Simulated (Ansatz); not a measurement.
WB2, pressure series

Base system: WB₂ (space group P6_3/mmc, No. 194; a = 3.003 Å, c = 13.924 Å).

Cell and atoms are relaxed at each pressure.

Computed with PBEsol in Ansatz (plane waves to 420 eV, PAW, without spin-orbit coupling).

Notes on the quantities. enthalpy: H = E + PV relative to the base's energy.

```json
[
 {"case": "base", "enthalpy": "–", "lattice parameter a": "3.003 Å", "c/a ratio": "4.637"},
 {"case": "pressure −2 GPa", "enthalpy": "-0.11 eV/atom", "lattice parameter a": "3.009 Å", "c/a ratio": "4.634"},
 {"case": "pressure −1 GPa", "enthalpy": "-0.06 eV/atom", "lattice parameter a": "3.006 Å", "c/a ratio": "4.636"},
 {"case": "pressure 0.3 GPa", "enthalpy": "+0.02 eV/atom", "lattice parameter a": "3.002 Å", "c/a ratio": "4.638"},
 {"case": "pressure 0.7 GPa", "enthalpy": "+0.04 eV/atom", "lattice parameter a": "3.000 Å", "c/a ratio": "4.638"},
 {"case": "pressure 1.5 GPa", "enthalpy": "+0.08 eV/atom", "lattice parameter a": "2.998 Å", "c/a ratio": "4.639"},
 {"case": "pressure 3 GPa", "enthalpy": "+0.17 eV/atom", "lattice parameter a": "2.993 Å", "c/a ratio": "4.642"},
 {"case": "pressure 5 GPa", "enthalpy": "+0.28 eV/atom", "lattice parameter a": "2.987 Å", "c/a ratio": "4.645"},
 {"case": "pressure 7.5 GPa", "enthalpy": "+0.42 eV/atom", "lattice parameter a": "2.979 Å", "c/a ratio": "4.648"},
 {"case": "pressure 10 GPa", "enthalpy": "+0.56 eV/atom", "lattice parameter a": "2.972 Å", "c/a ratio": "4.651"}
]
```

Load acts through the strain it causes; cell and atoms are relaxed under it. Whether these cells are dynamically stable was not tested. Competing high-pressure phases were not computed. The final runs are not spin-polarised.

Ansatz is a first-principles code.
